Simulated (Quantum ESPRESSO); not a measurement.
A self-consistent single point of TcRu (P-6m2, 2 atoms in the cell) with Quantum ESPRESSO.

Method: PBEsol, spin-orbit coupling, PseudoDojo fully relativistic norm-conserving (PBESOL) pseudopotentials (plane waves; Quantum ESPRESSO).

```
CELL_PARAMETERS angstrom
      2.77663     0.00000     0.00000
     -1.38832     2.40463     0.00000
      0.00000     0.00000     4.39483
ATOMIC_POSITIONS crystal
  Tc 0.00000 0.00000 0.00000
  Ru 0.33333 0.66667 0.50000
```

Reference input (self-consistent single point, DFT, PBEsol, plane waves, PseudoDojo standard norm-conserving (PBESOL) pseudopotentials): ecutwfc = 85 Ry; occupations = smearing; smearing = gaussian; degauss = 0.0099958 Ry; potentials = {Tc: Tc.upf, Ru: Ru.upf}; K_POINTS = automatic 11 11 6 0 0 0; conv_thr = 1e-10 Ry; mixing_beta = 0.4. This run's input differs from it in these lines:

```diff
@@ -16,2 +16,4 @@
    degauss = 0.0099958
+   noncolin = .true.
+   lspinorb = .true.
 /
```

Its files differ too (potentials: PseudoDojo fully relativistic norm-conserving (PBESOL)).

Output, abridged:

```
     Self-consistent Calculation

     iteration #  1     ecut=    85.00 Ry     beta= 0.40

     total energy              =    -370.70427327 Ry
     estimated scf accuracy    <       1.94065297 Ry

     iteration #  2     ecut=    85.00 Ry     beta= 0.40

     total energy              =    -370.99426859 Ry
     estimated scf accuracy    <      11.02265192 Ry

     iteration #  3     ecut=    85.00 Ry     beta= 0.40

     total energy              =    -371.60229218 Ry
     estimated scf accuracy    <       0.26266798 Ry

   [... 9 blocks of this kind left out ...]

     iteration # 13     ecut=    85.00 Ry     beta= 0.40

     total energy              =    -371.67254501 Ry
     estimated scf accuracy    <          6.7E-10 Ry

     iteration # 14     ecut=    85.00 Ry     beta= 0.40
     End of self-consistent calculation

     the Fermi energy is    21.6525 ev

!    total energy              =    -371.67254501 Ry
     estimated scf accuracy    <          8.9E-12 Ry
     smearing contrib. (-TS)   =      -0.00111857 Ry
     internal energy E=F+TS    =    -371.67142644 Ry

     convergence has been achieved in  14 iterations

     Forces acting on atoms (cartesian axes, Ry/au):

     atom    1 type  1   force =     0.00000000    0.00000000    0.00000000
     atom    2 type  2   force =    -0.00000000    0.00000000    0.00000000

     Total force =     0.000000     Total SCF correction =     0.000000

          total   stress  (Ry/bohr**3)                   (kbar)     P=     -203.87
  -0.00135990  -0.00000000  -0.00000000         -200.05       -0.00       -0.00
  -0.00000000  -0.00135990  -0.00000000           -0.00     -200.05       -0.00
  -0.00000000  -0.00000000  -0.00143780           -0.00       -0.00     -211.51

   JOB DONE.
```

The run converged in 14 iterations. Against the reference run the pressure goes from -20.83 to -20.39 GPa.

The starting cell comes from a database of computed structures (which also holds hypothetical and non-ambient phases and stackings), without a prior relaxation at this level. Its lattice was rescaled by a random factor within 2.5 % of one. With a pressure of about -20 GPa the cell is away from its equilibrium volume at this level.

Cost on one core of a shared machine: roughly 2 min.
